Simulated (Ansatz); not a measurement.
Cubic perovskite KNiF3, treated with PBEsol (Ansatz, a quantum-chemistry and plane-wave program, PAW).

Settings: plane-wave cutoff 520 eV, 8×8×8 k mesh, Fermi–Dirac smearing 0.01 eV, spin-polarised with parallel moments, scalar-relativistic PAW data made under PBE.

Pressure at four volumes; x = ln(V/12.812 Å³). One pressure is withheld.

| V (Å³/atom) | x | P (GPa) |
|---|---|---|
| 12.044 | -0.0618 | 6.11 |
| 12.812 | 0.0000 | 0.00 |
| 13.325 | 0.0393 | -3.05 |
| 13.581 | 0.0583 | ? |

Q: Pass a parabola P(x) through the three rows shown, estimate the bulk modulus and its pressure derivative near zero pressure, and predict the withheld pressure.

A: Slopes between the rows: (0.00 − (6.11))/(0.0000 − (-0.0618)) = -98.87 and (-3.05 − (0.00))/(0.0393 − (0.0000)) = -77.61 GPa. Their difference over the span 0.1011 is c = 21.26/0.1011 = 210.3 GPa, so P(x) = 6.11 + (-98.87)(x − (-0.0618)) + 210.3 (x − (-0.0618))(x − (0.0000)). At the middle row B = −dP/dx = −[-98.87 + 210.3 × 0.0618] = 85.9 GPa, and B′ = dB/dP = 2c/B = 4.9. At x = 0.0583 the parabola gives -4.29 GPa; the run gives -4.33 GPa. The Birch–Murnaghan fit to the energies at all volumes has B0 = 85.3 GPa and B′ = 4.7.

Note: the magnetic order was assumed, not searched for or taken from measurement; without U or exact exchange, gaps and moments of open d shells tend to come out too small.
